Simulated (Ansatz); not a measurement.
## SnS (Fm-3m, No. 225, 2 atoms in the cell; start mp-1876; a measured phase of this formula has another space group)

All values below come from PBEsol+SOC (Ansatz, a first-principles code, PAW).

Numerical settings: plane-wave cutoff 520 eV, 10×10×10 k mesh, Fermi–Dirac smearing 0.01 eV, PAW data made under PBE.

Cell (relaxed with PBEsol):

```cif
data_SSn
_chemical_formula_sum 'Sn1 S1'
_space_group_name_H-M_alt 'P 1'
_space_group_IT_number 1
_cell_length_a 4.06142
_cell_length_b 4.06142
_cell_length_c 4.06142
_cell_angle_alpha 60.000
_cell_angle_beta 60.000
_cell_angle_gamma 60.000
loop_
_space_group_symop_operation_xyz
  'x, y, z'
loop_
_atom_site_label
_atom_site_type_symbol
_atom_site_fract_x
_atom_site_fract_y
_atom_site_fract_z
_atom_site_occupancy
Sn1 Sn 0.50000 0.50000 0.50000 1
S1 S 0.00000 0.00000 0.00000 1
```

| Quantity | Result |
|---|---|
| band gap | 0.16 eV |
| smallest direct gap on the k points sampled | 0.18 eV |
| Γ–Γ gap | 7.00 eV |

A start named mp-… is a Materials Project structure, which need not be a measured phase.
